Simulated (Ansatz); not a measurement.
## CdGeAs2: stress against strain

CdGeAs2 (chalcopyrite, I-42d, 24.206 Å³/atom and stress up to 0.01 GPa in the relaxed cell, c along z) under an equal strain ε in the (001) plane with the normal axis free, as in a coherent film. LDA in Ansatz, a plane-wave DFT program (PAW, default set), 420 eV, 8×8×8 Γ-centred mesh, Fermi-Dirac smearing 0.05 eV; ions are relaxed, or left where forces stay under 0.02 eV/Å, within the symmetry of each cell. Stress is positive for a compressed cell.

Here s stands for strain and y for stress xx.

```
strain (%)  stress xx (GPa)
----------  ---------------
-3.00                     ?
-1.50                  1.34
-0.75                  0.65
0.00                   0.00
0.75                  -0.61
1.50                  -1.19
```

Taking a straight line for y over the 5 complete rows: Means: s 0, y 0.038. About the means, the sum of products is -4.7400 and the sum of squares of s is 5.6250; the slope is their ratio. Least squares gives y = 0.038 - 0.8427·s. Residuals (row less fit): 0.038, -0.020, -0.038, -0.016, 0.036; standard error 0.040 (degrees of freedom: 3). The slope gives the biaxial elastic modulus of this plane = 84 ± 2 GPa (± standard error of the fit, which holds the terms cut off).

Question: Estimate the missing y (s = -3.00); what did the run itself give?

Answer: y = 0.038 - 0.8427 × (-3.00) = 2.566 GPa. The calculation gives 2.83 GPa, 0.264 GPa above the prediction (6.6 % of the range of y in the table). The row lies outside the fitted rows, so this is an extrapolation. From the scatter of the fitted rows alone, a prediction at this place has a standard error of 0.067 GPa, so the miss is 3.9 times that.

A polynomial of degree 2 through the 8 other runs of the series gives 2.82 there, so most of the miss is curvature that the fit leaves out. This level leaves no gap over 0.05 eV at strain -3.00 %. Rows are the converged runs of the series near zero and its far end; series whose fitted rows scatter by over a few per cent of the range, as at a crossing or softening among them, aren't shown in this form, nor equations of state whose B0' disagrees with the runs' pressures. Most that stay on the fit to the last digits aren't either.
